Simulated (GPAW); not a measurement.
# Pressure against volume in zinc-blende InP (space group 216) (GPAW, LDA)

```
InP
1.0
    0.00000     2.82085     2.82085
    2.82085     0.00000     2.82085
    2.82085     2.82085     0.00000
In P
1 1
Direct
  0.00000   0.00000   0.00000
  0.75000   0.75000   0.75000
```

Computed with LDA (Perdew-Wang 92), GPAW PAW datasets LDA (gpaw-data 1.0.1) (plane waves; GPAW). Settings: mode = pw; ecut = 585 eV; xc = LDA; kpts = 10 10 10; mesh shift (steps) = 0 0 0; occupations.name = fermi-dirac; occupations.width = 0.01 eV; nbands = -4; convergence.density = 1e-05 e/electron; convergence.energy = 1e-05 eV/electron; convergence.bands = -2; symmetry.symmorphic = false; symmetry.tolerance = 0.0005; maxiter = 120. The cell above is the first row's. The rows scale it uniformly. In all rows fractional positions and the k mesh are held.

| V (Å^3/atom) | P (GPa) |
|---|---|
| 22.446 | ? |
| 22.934 | 6.02 |
| 23.422 | 4.04 |
| 23.910 | 2.26 |
| 24.398 | 0.68 |
| 24.886 | -0.74 |
| 25.374 | -2.02 |
| 25.862 | -3.15 |
| 26.350 | -4.17 |

Problem. Fit P against V with a cubic, and predict the withheld value at V = 22.446.

Solution. With u = V - 24.6, the rows have u = -1.6660, -1.1780, -0.6900, -0.2020, 0.2860, 0.7740, 1.2620, 1.7500. Least squares gives P = 0.068 - 2.9378·u + 0.3386·u² - 0.02521·u³. Residuals (row less fit): 0.001, 0.000, -0.005, 0.005, 0.005, -0.005, 0.001, 0.001; standard error 0.005 (degrees of freedom: 4). The fitted pressure is zero at V0 = 24.62, where dP/dV = -2.922, so B0 = -V0·dP/dV = 72.0 GPa. At the withheld row, u = -2.1540, so P = 0.068 - 2.9378 × (-2.1540) + 0.3386 × (-2.1540)² - 0.02521 × (-2.1540)³ = 8.219 GPa. The calculation gives 8.24 GPa, 0.021 GPa above the prediction (0.2 % of the range of P in the table). The row lies outside the fitted rows, so this is an extrapolation. From the scatter of the fitted rows alone, a prediction at this place has a standard error of 0.013 GPa, so the miss is 1.6 times that.

Carrying the step between the two nearest rows on in a straight line would have given 8.00, off by 0.24; series whose last step already gives the withheld value aren't shown. The scan was laid around a cell of about the measured size, scaled by a guess for this functional. The runs keep the symmetry of the cell, so they don't test it for distortions. Cutoffs and mesh are single choices, not tested for convergence of this quantity. Series with a scatter that would blur these digits, or in which a gap closes, are not shown.
